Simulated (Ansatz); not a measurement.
## IrGa (model structure, started from the CoSn type, P6/mmm, No. 191, 6 atoms in the cell)

These are PBEsol in Ansatz (PAW) values and carry that method's errors.

Run with plane-wave cutoff 520 eV, 12×12×14 k mesh (along the axes of the cell as run), Fermi–Dirac smearing 0.05 eV, no spin polarisation, scalar-relativistic PAW data made under PBE.

Cell (relaxed at this level):

Space group P6/mmm (No. 191); a = b = 5.376 Å, c = 4.042 Å, α = β = 90.00°, γ = 120.00°

| atom | site | symmetry | x | y | z |
|---|---|---|---|---|---|
| Ir | 3f | mmm | 0.0000 | 0.5000 | 0.0000 |
| Ga | 2d | -6m2 | 0.3333 | 0.6667 | 0.5000 |
| Ga | 1a | 6/mmm | 0.0000 | 0.0000 | 0.0000 |

| Property | Value |
|---|---|
| bulk modulus | 188 GPa |

Note: the run has no spin polarisation, so it can have missed a magnetic state; the bulk modulus is −V dP/dV from two relaxed cells at ±2 % in volume; the relaxation could raise the start's symmetry but not lower it, so the cell can be a saddle point.

Spin–orbit coupling is not included.

Computed values are for the static lattice.

A model structure was made by putting elements into a prototype or built by hand; it is no filed structure, need not be a known phase, and can be a saddle point held by its symmetry.

Ansatz is a program for electronic structure.
